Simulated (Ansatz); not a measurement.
Levels about the gap of amorphous In24O37Mg (62 atoms in a cell of 873 Å³, 6.41 g/cm³; zone centre alone, so wide bands show as single levels with stretches between that a denser mesh fills), at the geometry that PBE relaxed, where it gives 1.7 GPa on a denser mesh. The participation number counts the atoms over which a state spreads; weights are charges in smoothed Voronoi cells. The levels come from a single point, so bond lengths are those of that geometry. Method of the levels: PBE, scalar-relativistic without spin-orbit coupling (Ansatz, a first-principles code). Sampling: the zone centre alone; Fermi-Dirac width 0.02 eV; no spin polarisation. At PBE the levels at the filled edge of the gap are localised (band-tail or defect states).

Preparation: random packing, a CHGNet melt and quench, and a DFT relaxation. O atoms were pushed apart under 1.9 Å during the dynamics, to hinder bonds among them. The hot cell started wider than the set density and was brought back towards it in steps. It is the lowest in DFT energy of 2 quenches. It is a model cell: composition and starting density were chosen by hand, and all elements were melted together. No dispersion term was used. Its density started from a set value of 6.41 and ended at 6.41 g/cm³. The simulated quench (nominally 280 K/ps over its main leg) is rapid and tends to freeze in more defects than a deposited or slowly cooled glass has. A cell of this size samples the disorder only roughly. The volume was held where the preparation left it and the shape relaxed, at a PBE pressure of 1.7 GPa. Stress components on the final sampling reach 1.8 GPa.

```
E - E(highest filled), eV  filling  participation number        largest on  weight O  weight In  weight Mg
-------------------------  -------  --------------------  ----------------  --------  ---------  ---------
-0.27                       filled                  23.0   O, 3 neighbours      0.93       0.07       0.00
-0.23                       filled                  17.4   O, 3 neighbours      0.94       0.06       0.00
-0.21                       filled                  11.3   O, 3 neighbours      0.95       0.05       0.00
-0.17                       filled                  15.5   O, 3 neighbours      0.94       0.05       0.00
-0.13                       filled                  12.3   O, 3 neighbours      0.95       0.05       0.00
-0.05                       filled                   8.9   O, 3 neighbours      0.94       0.05       0.00
0.00                        filled                   6.8   O, 3 neighbours      0.95       0.05       0.00
0.60                         empty                  59.4  In, 5 neighbours      0.54       0.44       0.02
3.39                         empty                  33.3  In, 5 neighbours      0.62       0.38       0.00
3.48                         empty                  31.2  In, 5 neighbours      0.62       0.38       0.00
3.65                         empty                  36.8  In, 5 neighbours      0.61       0.38       0.01
3.88                         empty                  42.3  In, 6 neighbours      0.63       0.37       0.00
4.02                         empty                  42.2  In, 5 neighbours      0.61       0.39       0.00
4.21                         empty                  44.3  In, 5 neighbours      0.61       0.37       0.01
```

Most localised among these is the filled level at +0.00 eV, on a O atom, which has 3 neighbours (In 2.15 Å, In 2.17 Å, In 2.21 Å).
